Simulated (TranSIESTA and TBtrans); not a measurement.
**In chain with one bond stretched by 0.6 Å**

Junction: In chain with one bond stretched by 0.6 Å. Leads: straight In chain, spacing 2.755 Å. Geometry: as built, not relaxed.

Computed with TranSIESTA and TBtrans, PBE, DZP numerical orbitals (energy shift 0.15 eV), PseudoDojo norm-conserving scalar-relativistic potentials, mesh cutoff 200 Ry, 300 K, no spin polarisation, no spin-orbit coupling; self-consistent non-equilibrium Green functions.

| Item | Result |
|---|---|
| Conductance at 300 K (G0 = 2e²/h) | 2.45 |
| Mean T from −0.5 to 0.5 eV | 1.87 |

Energies count from the leads' Fermi level. Transmissions are for one spin of a degenerate pair. The energy step is 0.01 eV; narrower resonances are cut or missed.

```
E (eV)     T  lead channels
------  ----  -------------
-2.00   0.79              1
-1.90   0.80              1
-1.80   0.81              1
-1.70   0.83              1
-1.60   0.84              1
-1.50   0.85              1
-1.40   0.85              1
-1.30      0              0
-1.20      0              0
-1.10      0              0
-1.00   0.38              1
-0.90   0.65              1
-0.80   0.72              1
-0.70   0.75              1
-0.60   0.78              1
-0.50   0.79              1
-0.40   0.80              1
-0.30   0.81              1
-0.20   1.56              3
-0.10   2.35              3
0.00    2.47              3
0.10    2.43              3
0.20    2.36              3
0.30    2.28              3
0.40    2.23              3
0.50    2.19              3
0.60    2.17              3
0.70    2.18              3
0.80    2.19              3
0.90    2.21              3
1.00    2.24              3
1.10    2.27              3
1.20    2.30              3
1.30    2.33              3
1.40    2.35              3
1.50    2.37              3
1.60    2.38              3
1.70    2.39              3
1.80    2.40              3
1.90    2.40              3
2.00    2.40              3
```

The straight chain is held at its spacing; free chains may zigzag or dimerise. No spin-polarised start was tried, so a magnetic state, if there is one, is missed.
